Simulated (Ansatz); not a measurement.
fluorite-type CoSi2 (0 0 1) on silicon (0 0 1), As on 1 of 2 substrate sites at each interface (film strained to the substrate, faces as cut)

A periodic stack without vacuum, fluorite-type CoSi2 (0 0 1) on silicon (0 0 1), As on 1 of 2 substrate sites at each interface (film strained to the substrate, faces as cut): substrate slab Si22As2, film Co8Si16, surface cells [[-2, 0], [-1, -1]] and [[-2, 0], [-1, -1]], film strained by +2.1 and +2.1 %, faces Si/Si and Si/Co as cut (like faces can put a slab off its formula).

The start was prepared with a machine-learned potential, and the result is one local minimum, with the in-plane cell held and forces under 0.04 eV/Å; the film can end far from its bulk form.

Computed with PBE (plane waves to 420 eV, PAW; Ansatz, an electronic-structure program). Spin–orbit coupling is left out; the runs are not spin-polarised; PBE gaps are too small against experiment. Its k-point mesh 4×7×1, Fermi–Dirac width 0.05 eV.

| Property | Result |
|---|---|
| interface area | 29.9 Å² |
| period | 27.78 Å |
| gaps between the outermost planes at the two interfaces | 2.28 and 1.26 Å |
| As–Si contacts across the interfaces within 1.22 times the sum of covalent radii | 2, mean 2.53 Å |
| As–Co contacts across the interfaces within 1.22 times the sum of covalent radii | 2, mean 2.38 Å |
| Co–Si contacts across the interfaces within 1.22 times the sum of covalent radii | 2, mean 2.31 Å |
| Si–Si contacts across the interfaces within 1.22 times the sum of covalent radii | 2, mean 2.43 Å |
| estimate of the barrier | withheld, since the two interfaces are unlike |

```xyz
48
Lattice="7.7350 0.0003 0.1231 -0.0005 3.8681 0.0053 -2.4389 0.0250 27.7476" Properties=species:S:1:pos:R:3 pbc="T T T"
Si     4.2437     0.4923     2.0088
Si     0.2766     0.4928     1.9443
As     2.2823     0.4953     0.6226
Si     6.1511     0.5001     0.5936
Si     6.0830     2.4213     4.7771
Si     2.2153     2.4247     4.7038
Si     4.1762     2.4246     3.3737
Si     0.2984     2.4250     3.3116
Si     4.1001     0.4853     7.4700
Si     0.2428     0.4851     7.4098
Si     2.1931     0.4894     6.0670
Si     6.0611     0.4849     6.1408
Si     5.9950     2.4251    10.2261
Si     2.1282     2.3964    10.1860
Si     4.0780     2.4174     8.8390
Si     0.2209     2.4173     8.7787
Si     4.0304     0.5084    12.9393
Si     0.1396     0.5100    12.8755
Si     2.1065     0.4568    11.5542
Si     5.9734     0.4923    11.5854
As     5.9250     1.7394    15.6577
Si     2.0562     2.3571    15.5833
Si     4.0396     2.4412    14.3220
Si     0.1150     2.4427    14.2570
Co     3.8456     2.4673    21.9033
Co    -0.0399     2.4683    21.8251
Co     5.8071     0.5855    19.2301
Co     1.9497     0.5031    19.2275
Co     3.7444     2.4599    27.0890
Co    -0.1224     2.4573    26.9919
Co    -2.0177     0.5291    24.4143
Co     1.8715     0.5299    24.4769
Si     1.9306     2.4481    20.5906
Si     5.7890     2.4982    20.6201
Si     3.8664     0.5362    20.5808
Si    -0.0219     0.5378    20.5179
Si     3.8626     0.5561    17.9912
Si     0.0421     0.5373    17.9291
Si     1.8467     2.4459    17.9020
Si     5.7601     2.5301    17.9347
Si     1.8390     2.4614    25.8097
Si    -2.0409     2.4607    25.7464
Si     3.7727     0.5279    25.8191
Si    -0.0934     0.5261    25.7224
Si     3.8146     0.5327    23.1872
Si    -0.0514     0.5328    23.1291
Si     1.8740     2.4658    23.1812
Si    -1.9793     2.4646    23.1237
```
